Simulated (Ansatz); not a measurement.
The parent structure is CaS in the rock salt structure (space group Fm-3m, No. 225).

```
CaS
1.0
    0.00000     2.81660     2.81660
    2.81660     0.00000     2.81660
    2.81660     2.81660     0.00000
Ca S
1 1
Direct
  0.00000   0.00000   0.00000
  0.50000   0.50000   0.50000
```

Cartesian axes are those of the cell as printed.

All numbers come from DFT with PBEsol, PAW potentials and a 420 eV plane-wave cutoff in Ansatz (a program for electronic structure), scalar-relativistic without spin-orbit coupling.

For the base:

| Quantity | Value |
|---|---|
| Valence-band top at Γ | 0.00, 0.00, 0.00 eV |
| Pressure | 0.00 GPa |

Perturbation: biaxial strain +1.67 %, plane normal [111], relaxed out of plane (Cartesian); in-plane vectors clamped, the third vector and the atoms free.

What happens to the energy relative to the base?

The energy goes up by 4.4 meV/atom.

What does the calculation give for the out-of-plane strain after the change?

The out-of-plane strain comes out as -1.23 %.

What happens to the valence-band top at Γ?

The valence-band top at Γ (three highest levels, from the VBM) goes from 0.00, 0.00, 0.00 eV to 0.00, -0.14, -0.14 eV.

How does this affect the pressure?

The pressure (mean of the normal stresses, compression positive) goes from zero to -1.24 GPa.

The levels and masses belong to the bands next to the band gap. Whether these cells are dynamically stable was not tested.
